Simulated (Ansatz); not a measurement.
## C axis length of BAs (model structure, started from the WC type, P-6m2, No. 187, 2 atoms in the cell) at several levels of theory

No measured value is used here.

| level (code) | value (Å) |
|---|---|
| LDA (Ansatz) | ___ |
| PBE (Ansatz) | ___ |
| PBEsol (Ansatz) | 2.882 |
| PBE-D3(BJ) (Ansatz) | 2.875 |
| r²SCAN (Ansatz) | 2.883 |
| r²SCAN+rVV10 (Ansatz) | 2.881 |

Some entries are withheld; supply them.


- LDA (Ansatz, a first-principles code), value (Å): 2.865
- PBE (Ansatz), value (Å): 2.900

Cutoffs differ between the levels. Ansatz's density-functional and Hartree–Fock values are scalar-relativistic unless marked +SOC, with PAW data made under PBE.

A model structure was made by putting elements into a prototype or built by hand; it is no filed structure, need not be a known phase, and can be a saddle point held by its symmetry.
